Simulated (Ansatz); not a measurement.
Gap of a one-dimensional LiF body, 12 atoms a period at several levels, all on one geometry.

```
CELL_PARAMETERS angstrom
     15.00000     0.00000     0.00000
      0.00000    14.50000     0.00000
      0.00000     0.00000     3.75572
ATOMIC_POSITIONS crystal
  Li 0.62533 0.50000 0.00000
  F  0.56607 0.61839 0.00000
  Li 0.43733 0.61229 0.00000
  F  0.36786 0.50000 0.00000
  Li 0.43733 0.38771 0.00000
  F  0.56607 0.38161 0.00000
  F  0.63214 0.50000 0.50000
  Li 0.56267 0.61229 0.50000
  F  0.43393 0.61839 0.50000
  Li 0.37467 0.50000 0.50000
  F  0.43393 0.38161 0.50000
  Li 0.56267 0.38771 0.50000
```

Levels: PBE (plane waves to 420 eV, PAW; Ansatz, a quantum-chemistry and plane-wave program); r2SCAN (plane waves to 500 eV, PAW; Ansatz); HSE06 in Ansatz. Unmarked values and the geometry are of the first. Mesh 1×1×8. No spin polarisation. Periodic along z alone, with about 11 Å of vacuum beside it. A hypothetical model. It keeps the symmetry and period of its start, so it need not be a minimum against all distortions. HSE06 ran on a 1×1×5 mesh and at PBE's edge points.

```tsv
level	gap (eV)
PBE	6.79
r2SCAN	___
HSE06	8.60
```

Question: Fill in the missing entries.

Answer: 
- r2SCAN, gap (eV): 7.67
